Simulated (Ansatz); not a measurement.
Si well of 12 atomic layers along [001] in random Si0.7Ge0.3, interfaces sharp

Prepared with Tersoff's 1989 multicomponent potential (SiCGe.tersoff) in LAMMPS: minimisation. Geometry as solved with PBE, support functions at accuracy medium on the grid of 370 eV (Ansatz, an electronic-structure program).

```xyz
648
Lattice="16.67 0.00 0.00 0.00 16.67 0.00 0.00 0.00 49.60" Properties=species:S:1:pos:R:3 pbc="T T T"
Si     0.01     0.05    -0.02
Si     1.36     1.41     1.39
Si     2.73     2.78     0.02
Ge     4.15     4.18     1.40
Ge     2.79     0.03     2.79
Si     4.21     1.42     4.21
Si     0.00     2.74     2.80
Ge     1.37     4.21     4.17
Si     0.01     0.05     5.59
Si     1.35     1.42     6.99
Ge     2.81     2.80     5.63
Si     4.18     4.21     7.03
Ge     2.77     0.02     8.38
Si     4.17     1.45     9.76
Si     0.04     2.81     8.39
Si     1.42     4.19     9.76
Si     0.02    -0.02    11.14
Ge     1.39     1.43    12.51
Si     2.81     2.83    11.14
Si     4.15     4.16    12.58
Ge     2.81     0.01    13.94
Si     4.20     1.43    15.34
Si     0.04     2.81    13.96
Si     1.40     4.18    15.32
Si    -0.01     0.00    16.75
Si     1.40     1.40    18.06
Si     2.78     2.79    16.69
Si     4.17     4.17    18.06
Si     2.78     0.00    19.42
Si     4.17     1.39    20.77
Si     0.00     2.78    19.41
Si     1.39     4.17    20.77
Si     0.00     0.00    22.13
Si     1.39     1.39    23.48
Si     2.78     2.78    22.13
Si     4.17     4.17    23.48
Si     2.78     0.00    24.84
Si     4.17     1.39    26.19
Si     0.00     2.78    24.83
Si     1.39     4.17    26.19
Si     0.00     0.00    27.55
Si     1.39     1.39    28.90
Si     2.78     2.78    27.55
Si     4.17     4.17    28.90
Si     2.78     0.00    30.26
Si     4.16     1.40    31.62
Si     0.00     2.78    30.25
Si     1.39     4.16    31.60
Si     0.02     0.03    32.96
Si     1.38     1.39    34.34
Si     2.76     2.78    32.99
Si     4.12     4.16    34.36
Si     2.74    -0.03    35.68
Ge     4.13     1.32    37.13
Si     0.02     2.75    35.74
Si     1.38     4.14    37.12
Ge    -0.01     0.00    38.48
Si     1.40     1.39    39.89
Si     2.74     2.76    38.50
Ge     4.19     4.18    39.83
Si     2.77     0.00    41.27
Si     4.12     1.37    42.65
Si    -0.04     2.73    41.23
Ge     1.37     4.10    42.64
Si    -0.01     0.00    44.04
Si     1.36     1.38    45.44
Si     2.76     2.71    44.05
Ge     4.19     4.13    45.41
Si     2.74     0.00    46.79
Ge     4.15     1.38    48.22
Si     0.00     2.76    46.84
Si     1.36     4.14    48.23
Si     0.02     5.55     0.01
Si     1.37     6.95     1.38
Si     2.75     8.31     0.00
Ge     4.13     9.69     1.42
Si     2.76     5.62     2.79
Si     4.14     6.91     4.24
Si    -0.02     8.31     2.78
Ge     1.41     9.67     4.19
Si     0.03     5.62     5.60
Si     1.41     6.96     7.00
Si     2.80     8.30     5.63
Si     4.14     9.73     6.97
Si     2.77     5.57     8.39
Si     4.10     6.95     9.79
Si     0.02     8.32     8.37
Si     1.38     9.69     9.77
Si     0.03     5.57    11.12
Si     1.39     6.93    12.54
Si     2.75     8.34    11.17
Si     4.14     9.72    12.53
Si     2.77     5.55    13.93
Si     4.14     6.91    15.33
Si     0.00     8.28    13.93
Ge     1.39     9.69    15.32
Si     0.00     5.56    16.69
Si     1.39     6.94    18.06
Si     2.80     8.30    16.72
Si     4.18     9.71    18.06
Si     2.78     5.55    19.42
Si     4.17     6.94    20.77
Si     0.00     8.33    19.41
Si     1.39     9.72    20.77
Si     0.00     5.56    22.12
Si     1.39     6.94    23.48
Si     2.78     8.33    22.13
Si     4.17     9.73    23.48
Si     2.78     5.55    24.83
Si     4.17     6.95    26.18
Si     0.00     8.34    24.83
Si     1.39     9.73    26.18
Si     0.00     5.56    27.54
Si     1.39     6.95    28.88
Si     2.78     8.34    27.53
Si     4.16     9.73    28.89
Si     2.77     5.55    30.24
Si     4.14     6.97    31.57
Si     0.01     8.34    30.24
Si     1.37     9.74    31.61
Si     0.00     5.54    32.94
Ge     1.39     6.94    34.35
Si     2.77     8.34    32.93
Ge     4.17     9.74    34.34
Si     2.78     5.53    35.77
Si     4.17     6.94    37.11
Si     0.00     8.38    35.73
Si     1.40     9.71    37.09
Si     0.02     5.51    38.50
Si     1.39     6.95    39.81
Si     2.78     8.34    38.46
Si     4.13     9.74    39.85
Ge     2.77     5.59    41.25
Si     4.17     6.94    42.69
Ge    -0.01     8.32    41.23
Ge     1.45     9.71    42.67
Ge    -0.02     5.56    44.06
Si     1.41     6.96    45.42
Si     2.83     8.30    44.08
Si     4.16     9.73    45.44
Ge     2.77     5.55    46.85
Si     4.18     6.96    48.24
Ge     0.00     8.33    46.83
Si     1.42     9.72    48.21
Ge    -0.02    11.10     0.00
Ge     1.40    12.51     1.44
Ge     2.77    13.96     0.01
Si     4.21    15.30     1.41
Si     2.79    11.11     2.82
Ge     4.21    12.50     4.19
Ge    -0.02    13.92     2.87
Si     1.38    15.34     4.23
Ge    -0.06    11.08     5.60
Ge     1.36    12.50     7.04
Ge     2.78    13.94     5.61
Si     4.21    15.34     6.96
Si     2.76    11.05     8.38
Ge     4.14    12.47     9.78
Si    -0.02    13.90     8.45
Si     1.39    15.27     9.79
Si     0.01    11.11    11.11
Ge     1.39    12.50    12.55
Si     2.77    13.92    11.16
Si     4.15    15.27    12.52
Si     2.80    11.09    13.93
Si     4.14    12.45    15.34
Si    -0.03    13.86    13.97
Ge     1.37    15.25    15.36
Si    -0.01    11.12    16.71
Si     1.38    12.49    18.07
Si     2.80    13.84    16.73
Si     4.16    15.28    18.06
Si     2.78    11.10    19.41
Si     4.17    12.50    20.76
Si     0.00    13.89    19.42
Si     1.39    15.28    20.77
Si     0.00    11.11    22.13
Si     1.39    12.50    23.48
Si     2.78    13.89    22.12
Si     4.17    15.28    23.48
Si     2.78    11.12    24.83
Si     4.17    12.51    26.19
Si     0.00    13.89    24.83
Si     1.39    15.28    26.19
Si     0.00    11.12    27.54
Si     1.39    12.51    28.90
Si     2.78    13.90    27.55
Si     4.17    15.29    28.90
Si     2.78    11.12    30.26
Si     4.16    12.52    31.61
Si     0.00    13.90    30.26
Si     1.39    15.28    31.62
Si     0.01    11.13    32.99
Si     1.40    12.51    34.36
Si     2.78    13.90    32.98
Si     4.15    15.30    34.32
Si     2.76    11.13    35.75
Si     4.16    12.47    37.12
Si     0.02    13.87    35.73
Si     1.38    15.27    37.06
Ge    -0.03    11.10    38.48
Ge     1.39    12.53    39.93
Ge     2.81    13.94    38.49
Si     4.21    15.30    39.93
Si     2.83    11.12    41.27
Si     4.20    12.48    42.64
Si    -0.02    13.95    41.28
Si     1.36    15.31    42.65
Ge    -0.01    11.12    44.09
Si     1.40    12.50    45.47
Ge     2.78    13.89    44.03
Si     4.14    15.32    45.44
Si     2.76    11.08    46.80
Ge     4.14    12.49    48.18
Ge    -0.02    13.92    46.83
Si     1.37    15.36    48.20
Si     5.57    -0.03     0.02
Ge     6.95     1.38     1.43
Si     8.30     2.78     0.01
Ge     9.68     4.13     1.45
Si     8.38    -0.04     2.81
Si     9.74     1.36     4.17
Si     5.55     2.80     2.83
Si     6.90     4.19     4.19
Si     5.57     0.02     5.57
Si     6.89     1.41     6.98
Ge     8.31     2.76     5.55
Ge     9.75     4.17     7.00
Ge     8.31     0.05     8.40
Si     9.72     1.44     9.78
Si     5.55     2.80     8.37
Si     6.95     4.14     9.75
Ge     5.55     0.02    11.15
Si     6.94     1.44    12.54
Si     8.31     2.78    11.14
Ge     9.71     4.17    12.56
Ge     8.35     0.01    13.89
Ge     9.76     1.43    15.34
Si     5.56     2.80    13.94
Si     6.93     4.19    15.32
Si     5.53     0.04    16.74
Si     6.95     1.41    18.07
Si     8.31     2.82    16.71
Si     9.72     4.18    18.06
Si     8.33     0.01    19.42
Si     9.72     1.39    20.78
Si     5.55     2.79    19.42
Si     6.95     4.18    20.77
Si     5.56     0.00    22.13
Si     6.94     1.39    23.48
Si     8.33     2.78    22.13
Si     9.73     4.17    23.48
Si     8.33     0.00    24.83
Si     9.72     1.39    26.18
Si     5.56     2.78    24.83
Si     6.95     4.17    26.18
Si     5.56     0.00    27.54
Si     6.95     1.39    28.89
Si     8.33     2.78    27.53
Si     9.73     4.16    28.89
Si     8.34     0.00    30.25
Si     9.74     1.37    31.61
Si     5.56     2.77    30.26
Si     6.97     4.14    31.61
Si     5.55     0.00    32.97
Si     6.97     1.35    34.33
Si     8.35     2.74    32.97
Si     9.75     4.13    34.32
Si     8.33    -0.02    35.73
Ge     9.73     1.40    37.11
Ge     5.57     2.77    35.72
Si     6.95     4.16    37.13
Si     5.59    -0.03    38.53
Si     6.96     1.38    39.85
Si     8.32     2.80    38.51
Si     9.72     4.16    39.85
Ge     8.33    -0.04    41.24
Ge     9.72     1.38    42.71
Ge     5.57     2.75    41.29
Si     6.97     4.16    42.70
Ge     5.56     0.01    44.04
Si     6.97     1.41    45.46
Si     8.33     2.80    44.10
Si     9.76     4.15    45.42
Si     8.33    -0.01    46.81
Ge     9.73     1.39    48.21
Si     5.60     2.76    46.84
Si     6.92     4.14    48.23
Si     5.56     5.55    -0.02
Ge     6.98     6.91     1.40
Si     8.37     8.30     0.00
Ge     9.76     9.70     1.39
Si     8.33     5.55     2.87
Si     9.72     6.94     4.22
Ge     5.56     8.31     2.88
Si     6.96     9.71     4.27
Si     5.52     5.52     5.58
Ge     6.95     6.92     6.96
Si     8.37     8.34     5.59
Si     9.75     9.71     6.96
Si     8.32     5.53     8.40
Ge     9.72     6.97     9.75
Ge     5.52     8.34     8.40
Si     6.93     9.70     9.82
Ge     5.55     5.55    11.17
Si     6.98     6.94    12.56
Si     8.31     8.35    11.19
Si     9.68     9.71    12.56
Si     8.31     5.58    13.97
Si     9.69     6.93    15.36
Ge     5.55     8.33    13.94
Si     6.96     9.73    15.34
Si     5.54     5.55    16.69
Si     6.93     6.95    18.06
Si     8.33     8.33    16.71
Si     9.73     9.72    18.06
Si     8.33     5.57    19.41
Si     9.73     6.95    20.77
Si     5.56     8.33    19.42
Si     6.95     9.72    20.77
Si     5.56     5.56    22.13
Si     6.95     6.95    23.48
Si     8.34     8.34    22.13
Si     9.73     9.72    23.48
Si     8.34     5.56    24.83
Si     9.73     6.94    26.19
Si     5.56     8.34    24.83
Si     6.94     9.73    26.19
Si     5.56     5.56    27.54
Si     6.95     6.94    28.89
Si     8.34     8.33    27.54
Si     9.73     9.72    28.89
Si     8.34     5.54    30.24
Si     9.74     6.91    31.58
Si     5.55     8.35    30.23
Si     6.92     9.75    31.57
Ge     5.53     5.55    32.97
Si     6.92     6.95    34.38
Ge     8.31     8.32    32.96
Ge     9.75     9.77    34.36
Ge     8.35     5.54    35.72
Ge     9.76     6.97    37.16
Si     5.55     8.31    35.74
Ge     6.95     9.73    37.13
Si     5.59     5.59    38.45
Si     6.95     6.94    39.85
Si     8.34     8.34    38.56
Si     9.73     9.73    39.89
Ge     8.35     5.56    41.28
Si     9.74     6.99    42.69
Ge     5.53     8.32    41.24
Ge     6.97     9.76    42.65
Si     5.56     5.54    43.99
Ge     6.92     6.97    45.40
Si     8.38     8.37    44.05
Si     9.74     9.77    45.41
Ge     8.35     5.53    46.84
Si     9.73     6.95    48.22
Si     5.51     8.34    46.82
Ge     6.99     9.69    48.18
Ge     5.58    11.11     0.02
Ge     6.98    12.59     1.42
Si     8.38    13.93    -0.02
Si     9.75    15.27     1.39
Ge     8.35    11.11     2.86
Si     9.79    12.50     4.20
Si     5.56    13.97     2.81
Si     6.94    15.32     4.18
Si     5.57    11.08     5.63
Si     6.94    12.46     6.96
Ge     8.31    13.86     5.55
Ge     9.73    15.30     6.97
Ge     8.34    11.09     8.39
Si     9.71    12.52     9.79
Ge     5.58    13.91     8.35
Si     6.97    15.27     9.80
Si     5.54    11.06    11.16
Ge     6.96    12.46    12.53
Si     8.35    13.90    11.14
Si     9.73    15.24    12.52
Si     8.33    11.07    13.95
Ge     9.74    12.49    15.32
Ge     5.50    13.87    13.94
Ge     6.93    15.30    15.36
Si     5.56    11.10    16.70
Si     6.94    12.50    18.06
Si     8.34    13.89    16.74
Si     9.73    15.28    18.08
Si     8.34    11.11    19.41
Si     9.73    12.50    20.77
Si     5.56    13.89    19.42
Si     6.95    15.28    20.77
Si     5.56    11.11    22.12
Si     6.95    12.50    23.48
Si     8.34    13.89    22.12
Si     9.72    15.28    23.48
Si     8.34    11.11    24.84
Si     9.73    12.50    26.19
Si     5.56    13.89    24.83
Si     6.95    15.28    26.18
Si     5.56    11.12    27.54
Si     6.95    12.51    28.89
Si     8.33    13.90    27.54
Si     9.72    15.28    28.89
Si     8.34    11.12    30.24
Si     9.75    12.50    31.58
Si     5.55    13.90    30.25
Si     6.92    15.31    31.59
Si     5.57    11.14    32.95
Si     6.95    12.49    34.34
Ge     8.35    13.90    32.97
Si     9.75    15.30    34.39
Si     8.33    11.16    35.74
Si     9.71    12.53    37.11
Ge     5.56    13.89    35.73
Si     6.97    15.29    37.14
Si     5.53    11.14    38.52
Si     6.95    12.52    39.86
Si     8.35    13.90    38.49
Si     9.76    15.26    39.85
Si     8.35    11.15    41.21
Ge     9.75    12.53    42.63
Si     5.57    13.87    41.28
Si     6.93    15.24    42.65
Si     5.53    11.11    44.05
Ge     6.98    12.51    45.41
Si     8.35    13.93    44.02
Si     9.70    15.30    45.42
Si     8.40    11.12    46.81
Si     9.72    12.49    48.24
Ge     5.57    13.95    46.82
Si     6.98    15.32    48.23
Si    11.14    -0.01     0.04
Si    12.48     1.42     1.39
Si    13.86     2.74    -0.03
Ge    15.28     4.12     1.38
Ge    13.90     0.05     2.78
Si    15.32     1.40     4.20
Si    11.12     2.75     2.82
Si    12.45     4.15     4.22
Si    11.10     0.04     5.58
Si    12.47     1.35     7.01
Ge    13.87     2.76     5.60
Ge    15.31     4.22     7.00
Si    13.86    -0.01     8.38
Ge    15.28     1.39     9.76
Si    11.12     2.74     8.38
Ge    12.52     4.16     9.77
Ge    11.13     0.01    11.16
Si    12.53     1.42    12.57
Si    13.90     2.77    11.19
Ge    15.30     4.19    12.56
Si    13.89     0.03    13.91
Ge    15.29     1.41    15.33
Si    11.17     2.81    13.94
Si    12.51     4.19    15.33
Si    11.12     0.00    16.74
Si    12.51     1.39    18.08
Si    13.87     2.81    16.72
Si    15.28     4.18    18.05
Si    13.89     0.00    19.43
Si    15.29     1.39    20.77
Si    11.11     2.78    19.42
Si    12.50     4.17    20.76
Si    11.11     0.00    22.13
Si    12.51     1.39    23.48
Si    13.89     2.78    22.12
Si    15.28     4.17    23.48
Si    13.89     0.00    24.83
Si    15.28     1.39    26.19
Si    11.11     2.78    24.83
Si    12.50     4.17    26.19
Si    11.11     0.00    27.54
Si    12.50     1.38    28.90
Si    13.89     2.77    27.54
Si    15.28     4.17    28.89
Si    13.89    -0.01    30.25
Si    15.28     1.38    31.60
Si    11.11     2.77    30.25
Si    12.51     4.15    31.60
Si    11.12     0.00    33.00
Si    12.50     1.39    34.35
Si    13.87     2.74    32.95
Ge    15.28     4.14    34.34
Si    13.87     0.03    35.75
Si    15.26     1.42    37.09
Si    11.14     2.80    35.71
Si    12.51     4.15    37.13
Si    11.15    -0.03    38.50
Si    12.55     1.35    39.85
Si    13.90     2.77    38.49
Si    15.28     4.16    39.87
Si    13.89    -0.02    41.27
Si    15.29     1.34    42.62
Ge    11.13     2.76    41.22
Ge    12.52     4.21    42.66
Si    11.13    -0.02    44.09
Si    12.50     1.34    45.47
Ge    13.92     2.73    44.07
Si    15.31     4.13    45.48
Si    13.90    -0.01    46.84
Si    15.27     1.39    48.20
Si    11.14     2.77    46.79
Si    12.50     4.11    48.20
Ge    11.11     5.52    -0.01
Ge    12.50     6.95     1.44
Ge    13.92     8.37     0.00
Si    15.29     9.73     1.45
Ge    13.91     5.54     2.87
Si    15.32     6.98     4.24
Si    11.09     8.31     2.84
Ge    12.51     9.72     4.21
Si    11.13     5.58     5.58
Si    12.52     6.94     6.97
Si    13.92     8.32     5.62
Si    15.26     9.68     7.03
Si    13.90     5.60     8.38
Si    15.33     6.93     9.73
Si    11.14     8.35     8.32
Si    12.49     9.72     9.71
Si    11.10     5.55    11.15
Ge    12.50     6.91    12.56
Ge    13.90     8.33    11.10
Ge    15.30     9.75    12.56
Si    13.91     5.56    13.99
Si    15.29     6.95    15.33
Ge    11.08     8.35    13.98
Si    12.53     9.74    15.34
Si    11.10     5.56    16.69
Si    12.50     6.95    18.04
Si    13.91     8.34    16.69
Si    15.28     9.72    18.06
Si    13.89     5.57    19.41
Si    15.28     6.95    20.77
Si    11.12     8.33    19.41
Si    12.50     9.72    20.77
Si    11.11     5.56    22.12
Si    12.50     6.95    23.48
Si    13.89     8.34    22.12
Si    15.28     9.72    23.48
Si    13.89     5.56    24.83
Si    15.28     6.95    26.18
Si    11.12     8.33    24.84
Si    12.50     9.72    26.19
Si    11.12     5.55    27.54
Si    12.51     6.95    28.90
Si    13.89     8.33    27.54
Si    15.28     9.73    28.89
Si    13.89     5.55    30.25
Si    15.31     6.93    31.58
Si    11.12     8.34    30.25
Si    12.50     9.75    31.59
Si    11.10     5.52    32.95
Ge    12.48     6.92    34.38
Ge    13.93     8.36    32.97
Si    15.30     9.78    34.39
Si    13.88     5.52    35.76
Ge    15.30     6.93    37.11
Si    11.14     8.38    35.76
Si    12.49     9.78    37.09
Si    11.14     5.53    38.53
Si    12.47     6.92    39.92
Ge    13.84     8.36    38.53
Si    15.24     9.75    39.91
Si    13.92     5.57    41.24
Si    15.27     6.93    42.63
Si    11.10     8.35    41.28
Si    12.47     9.75    42.63
Si    11.09     5.58    44.06
Si    12.48     6.92    45.43
Ge    13.87     8.33    44.03
Si    15.24     9.73    45.46
Ge    13.89     5.53    46.84
Si    15.31     6.92    48.24
Ge    11.12     8.36    46.83
Si    12.51     9.79    48.20
Si    11.14    11.14     0.00
Si    12.51    12.50     1.39
Si    13.86    13.87    -0.02
Ge    15.29    15.28     1.33
Si    13.89    11.12     2.76
Si    15.23    12.47     4.18
Si    11.10    13.86     2.76
Ge    12.45    15.28     4.18
Si    11.11    11.12     5.62
Si    12.51    12.43     7.01
Ge    13.87    13.84     5.60
Ge    15.30    15.30     7.00
Si    13.90    11.09     8.39
Si    15.27    12.48     9.77
Ge    11.15    13.87     8.40
Si    12.56    15.27     9.78
Ge    11.11    11.10    11.17
Si    12.52    12.51    12.56
Si    13.89    13.85    11.15
Ge    15.28    15.27    12.54
Si    13.88    11.14    13.97
Si    15.27    12.49    15.34
Si    11.12    13.88    13.89
Ge    12.50    15.28    15.31
Si    11.15    11.09    16.72
Si    12.51    12.50    18.07
Si    13.91    13.88    16.71
Si    15.28    15.28    18.08
Si    13.90    11.11    19.42
Si    15.28    12.50    20.78
Si    11.12    13.89    19.43
Si    12.50    15.28    20.78
Si    11.11    11.11    22.13
Si    12.50    12.50    23.48
Si    13.89    13.89    22.13
Si    15.28    15.28    23.48
Si    13.89    11.11    24.83
Si    15.29    12.50    26.18
Si    11.11    13.89    24.83
Si    12.50    15.28    26.18
Si    11.12    11.12    27.54
Si    12.51    12.51    28.89
Si    13.90    13.90    27.53
Si    15.28    15.28    28.90
Si    13.90    11.12    30.24
Si    15.28    12.50    31.62
Si    11.12    13.90    30.24
Si    12.50    15.28    31.62
Si    11.15    11.15    32.95
Si    12.50    12.52    34.35
Si    13.87    13.89    32.97
Ge    15.28    15.30    34.35
Si    13.88    11.15    35.73
Si    15.27    12.53    37.08
Si    11.13    13.90    35.74
Si    12.51    15.29    37.11
Si    11.07    11.11    38.46
Ge    12.50    12.51    39.85
Si    13.92    13.92    38.46
Si    15.25    15.27    39.89
Si    13.87    11.11    41.27
Ge    15.24    12.55    42.65
Si    11.14    13.95    41.25
Si    12.49    15.31    42.66
Si    11.14    11.12    44.04
Si    12.51    12.51    45.41
Si    13.84    13.94    44.06
Si    15.24    15.31    45.41
Si    13.87    11.14    46.80
Si    15.23    12.50    48.20
Ge    11.11    13.90    46.82
Si    12.52    15.30    48.24
```
